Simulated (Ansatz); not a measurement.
System: HfO2 (P4₂/nmc, No. 137; high-temperature phase). Method: r²SCAN-D4 in Ansatz (plane waves, PAW).

Settings: plane-wave cutoff 500 eV, 12×12×8 k mesh (along the axes of the cell as run), gaussian smearing 0.02 eV, scalar-relativistic PAW data made under PBE.

Cell (relaxed at this level):

Space group P4₂/nmc, origin choice 1 (No. 137); a = 3.5713 Å, b = 3.5713 Å, c = 5.1885 Å, α = 90.00°, β = 90.00°, γ = 90.00°

```
atom  site  symmetry       x       y       z
----  ----  --------  ------  ------  ------
Hf      2a      -4m2  0.0000  0.0000  0.0000
O       4d      2mm.  0.0000  0.5000  0.1971
```

Problem. Estimate the band gap that the calculation returns.

Solution. 
band gap: 5.27 eV (on the SCF k mesh)

Note: the relaxation could not lower the start's symmetry, so the cell can be a saddle point above a distorted one.

Spin–orbit coupling is not included.

Static lattice: no zero-point or thermal effects.

Ansatz is a program for electronic structure.
